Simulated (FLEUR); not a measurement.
Input and output of a self-consistent single point for Mg₃CdO₄ (Pm-3m, 8 atoms in the cell) (FLEUR).

Level of theory: LDA (Perdew-Zunger), all-electron FLAPW (FLEUR), scalar-relativistic valence run with FLEUR.

```
CELL_PARAMETERS angstrom
      4.44664     0.00000     0.00000
      0.00000     4.44664     0.00000
      0.00000     0.00000     4.44664
ATOMIC_POSITIONS crystal
  Mg 0.00000 0.50000 0.50000
  Mg 0.50000 0.00000 0.50000
  Mg 0.50000 0.50000 0.00000
  Cd 0.00000 0.00000 0.00000
  O  0.50000 0.00000 0.00000
  O  0.00000 0.50000 0.00000
  O  0.00000 0.00000 0.50000
  O  0.50000 0.50000 0.50000
```

Reference input (self-consistent single point, DFT, PBEsol, all-electron FLAPW (FLEUR), scalar-relativistic valence): Kmax = 4.4 1/bohr; GmaxXC = 17.6 1/bohr; xcFunctional = PBEs; jspins = 1; l_soc = F; mode = hist; fermiSmearingEnergy = 0.0001 Htr; mesh (inpgen div1-3) = 6 6 6; inpgen gamma flag = true; Gmax = 17.6 1/bohr; numbands = 0; maxIterBroyd = 15. This run's input differs from it in these lines:

```diff
@@ -20,3 +20,3 @@
 &comp jspins=1 /
-&exco xctyp='PBEs' /
+&exco xctyp='pz' /
 &kpt div1=6 div2=6 div3=6 gamma=t /
@@ -33,3 +33,3 @@
       <coreElectrons ctail="T" frcor="F" kcrel="0" coretail_lmax="0"/>
-      <xcFunctional name="PBEs" relativisticCorrections="F"/>
+      <xcFunctional name="pz" relativisticCorrections="F"/>
       <magnetism jspins="1"/>
```

Output, abridged:

```
 Iteration:     1   Distance:      23.30513451 me/bohr^3
 Iteration:     2   Distance:      19.62505221 me/bohr^3
 Iteration:     3   Distance:       6.99453461 me/bohr^3
 Iteration:     4   Distance:       5.05369939 me/bohr^3
 Iteration:     5   Distance:       1.29577722 me/bohr^3
   [... 10 lines left out ...]
 Iteration:    16   Distance:       0.00010213 me/bohr^3
 Iteration:    17   Distance:       0.00005784 me/bohr^3
 Iteration:    18   Distance:       0.00001028 me/bohr^3
 Iteration:    19   Distance:       0.00000450 me/bohr^3
 Run finished successfully
 Stop message:
   Structural relaxation: Done

[file out, last iteration]
             iter=     20
[...]
          total density-effective poten   -1.0566793894E+04
          total charge density-energy d   -2.2905989364E+02
 Updated energy parameters for spin:           1
[...]
 fermi energy and band-weighting factors:

[...]
FERMIE:
          first approx. to ef    (T=0)  :   0.231349 htr   (energy of the highest occ. eigenvalue)
          number of occ. states  (T=0)  :        720
          first approx. to seigv (T=0)  : -50.838794 htr
          sum of weights of occ. states :  36.000000
          sum of semicore charge        :   0.000000 e
FERHIS:  Fermi-Energy by histogram:
          bandgap                     :   0.038559 htr
   [... lines left out ...]
          charge neutrality (T=0)     :   0.000000    (zero if the highest occ. eigenvalue is "entirely" occupied)
 Direct bandgap for spin            1 :   0.10444749856982452       Htr
 ---->    free energy=                     -6489.1672817062 htr
   [... lines left out ...]
 TOTAL FORCE FOR ATOM TYPE=  2  X=  0.000   Y=  0.000   Z=  0.000
                       FX_TOT= 0.000000 FY_TOT= 0.000000 FZ_TOT= 0.000000
 TOTAL FORCE FOR ATOM TYPE=  3  X=  4.201   Y=  0.000   Z=  0.000
                       FX_TOT= 0.000000 FY_TOT= 0.000000 FZ_TOT= 0.000000
 TOTAL FORCE FOR ATOM TYPE=  4  X=  4.201   Y=  4.201   Z=  4.201
                       FX_TOT= 0.000000 FY_TOT= 0.000000 FZ_TOT= 0.000000
 Structural relaxation: Done
```

The run converged in 19 iterations. FLEUR gives forces in its relaxation mode, with a further iteration, so its stop message speaks of a relaxation. Against the reference run the gap on the mesh moves little (1.053 to 1.049 eV).

The starting cell comes from a database of computed structures (which also holds hypothetical and non-ambient phases and stackings), without a prior relaxation at this level. Values depend on the basis (sphere radii, cutoffs, local orbitals), which need not be converged.

Cost on one core of a shared machine: roughly 3 min.
